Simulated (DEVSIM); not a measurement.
Device: Schottky contact on n-type GaAs, at 250 K.

Layer 1 from the left is GaAs, thickness (μm) 1.50, Nd (cm⁻³) 1.9e15, τn (s) 2.9e-8, τp (s) 2.9e-8.

Left contact: Schottky, work function 4.65 eV, emission velocity 7.6e6 cm/s. Right contact: ohmic. Voltage is applied to the left contact. Recombination: SRH at mid-gap, Auger. Mobility is constant in doping.

The device is made up for the run: typed textbook-type constants, with dimensions and the other settings drawn at random. Values at 300 K; Nc and Nv go as T^1.5, mobilities as T to minus their exponent, the gap by Varshni's rule with the affinity fixed.

GaAs: gap (eV) 1.424, affinity (eV) 4.07, permittivity 12.9, Nc (cm⁻³) 4.7e17, Nv (cm⁻³) 9e18, μn (cm²/Vs) 8500, μp (cm²/Vs) 400, T exponent of μn 2.1, T exponent of μp 2.2, Cn (cm⁶/s) 1e-30, Cp (cm⁶/s) 1e-30, Varshni α (eV/K) 0.000541, Varshni β (K) 204.

Model (solved in DEVSIM): 1D drift-diffusion, Boltzmann statistics, complete ionisation; no tunnelling, impact ionisation, image-force lowering or self-heating. Metal contacts follow the ideal Schottky-Mott rule: no Fermi-level pinning, no interface dipoles.

Dark forward current:

```tsv
|V| (V)	|J| (A/cm²)
0.05	7.785e-6
0.10	8.680e-5
0.15	0.0008884
0.20	0.009009
0.25	0.09108
0.30	0.9158
0.35	9.010
0.40	78.26
0.45	418.9
0.50	1154
0.55	2131
```

### Question
Work out the local ideality factor n = ΔV / (kT/q · ln(J2/J1)) between the rows 0.10 and 0.15 V, 0.50 and 0.55 V.

### Answer
kT/q = 21.54 mV. From 0.10 to 0.15 V: ln(0.0008884/8.680e-5) = 2.326, n = 1.00, near the 1 of diffusion or emission over a barrier. From 0.50 to 0.55 V: ln(2131/1154) = 0.613, n = 3.78; the layers' resistance at their doping, Σ W/(qμN) = 4.0e-5 Ω cm², would take 39 mV of this step of 50 mV.

### Question
Estimate the current at 0.20 V for emission alone, J0 = q v N_band exp(−φB/kT), and read the barrier back from the simulated current.

### Answer
φB = 0.580 eV, N_band = 3.58e17 cm⁻³, J0 = 8.81e-7 A/cm²; J = J0 (exp(qV/kT) − 1) = 0.00949 A/cm². The simulation gives 0.00901 A/cm²; the estimate lies 5.3 % above. Read backwards, the simulated current gives an apparent barrier of 0.581 eV. The estimate leaves out transport through the depletion region and minority injection.
